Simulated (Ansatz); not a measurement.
We consider L1₂ (Cu3Au-type) Ni3Fe, described by rVV10 in Ansatz (PAW).

Settings: plane-wave cutoff 520 eV, 16×16×16 k mesh, Fermi–Dirac smearing 0.05 eV, spin-polarised with parallel moments, scalar-relativistic PAW data made under PBE.

A third-order Birch–Murnaghan fit to the energies gives V0 = 11.282 Å³/atom, B0 = 193 GPa, B′ = 4.7.

```json
[
 {"V (Å³/atom)": "10.605", "P (GPa)": "13.80"},
 {"V (Å³/atom)": "10.831", "P (GPa)": "8.66"},
 {"V (Å³/atom)": "11.056", "P (GPa)": "4.08"},
 {"V (Å³/atom)": "11.282", "P (GPa)": "-0.01"},
 {"V (Å³/atom)": "11.508", "P (GPa)": "[?]"},
 {"V (Å³/atom)": "11.733", "P (GPa)": "[?]"},
 {"V (Å³/atom)": "11.959", "P (GPa)": "[?]"}
]
```

Estimate the withheld pressures from this fit; the answers are the runs' own values.


- 11.508, P (GPa): -3.65
- 11.733, P (GPa): -6.91
- 11.959, P (GPa): -9.81

The formula P = (3/2) B0 (x^(7/3) − x^(5/3)) [1 + (3/4)(B′ − 4)(x^(2/3) − 1)] with x = V0/V meets the computed pressures within 0.02 GPa when these rounded values are put in.

The computed numbers hold no vibrational or temperature effects.

Ansatz is a quantum-chemistry and plane-wave program.
